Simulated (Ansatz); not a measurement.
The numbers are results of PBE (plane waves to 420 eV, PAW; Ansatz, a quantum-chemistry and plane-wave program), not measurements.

Plane-averaged electrostatic potential energy along the normal, in eV from the Fermi level, for OH on the 1x1 (100) surface of fcc Cu, one in a 1x1 cell, started at the site 'hollow Cu-Cu-Cu-Cu over Cu at depth 1.8 Å':

(z (Å), V (eV)): (5.17, 4.50); (5.44, 4.50); (5.72, 4.50); (5.99, 4.50); (6.26, 4.49); (6.53, 4.49); (6.81, 4.47); (7.08, 4.44); (7.35, 4.38); (7.62, 4.26); (7.89, 4.02); (8.17, 3.53); (8.44, 2.55); (8.71, 0.34); (8.98, -5.23); (9.26, -11.43); (9.53, -14.17); (9.80, -12.92); (10.07, -8.08); (10.34, -2.93); (10.62, -3.70); (10.89, -9.40); (11.16, -13.73); (11.43, -14.27); (11.71, -10.89); (11.98, -4.91); (12.25, -1.63); (12.52, -4.87); (12.79, -10.81); (13.07, -14.15); (13.34, -13.56); (13.61, -9.13); (13.88, -3.28); (14.16, -1.90); (14.43, -6.71); (14.70, -12.34); (14.97, -14.54); (15.24, -12.74); (15.52, -7.10); (15.79, -1.56); (16.06, -3.02); (16.33, -5.87); (16.61, -7.07); (16.88, -4.87); (17.15, 1.48); (17.42, 4.11); (17.69, 4.93); (17.97, 5.24); (18.24, 5.36); (18.51, 5.40); (18.78, 5.42); (19.06, 5.43); (19.33, 5.44); (19.60, 5.44); (19.87, 5.44); (20.14, 5.44); (20.42, 5.44); (20.69, 5.44); (20.96, 5.44); (21.23, 5.44)

Model: 6-atom slab, 5.3 Å thick at the start under the adsorbate (thin: gaps and levels are the slab's own), 12x12x1 mesh, Fermi-Dirac 0.1 eV, dipole correction, 2 atoms held, the rest relaxed; held to the start's symmetry, so lower structures may exist; spin-polarised, no spin-orbit, no U, no dispersion correction. The starting moment vanished. At the end it is bonded to 2 Cu. In PBE it is, or lies within 0.03 eV of, the lowest of the starts that converged.

Q: The surface cell has an area of 6.59 Å². What dipole along the normal does the step between the two vacuum levels imply?

A: the top vacuum level lies 0.94 eV above the bottom one; p = −ε₀ A ΔV (ε₀ = 0.005526 e/(V·Å)) gives -0.03 e·Å a cell.
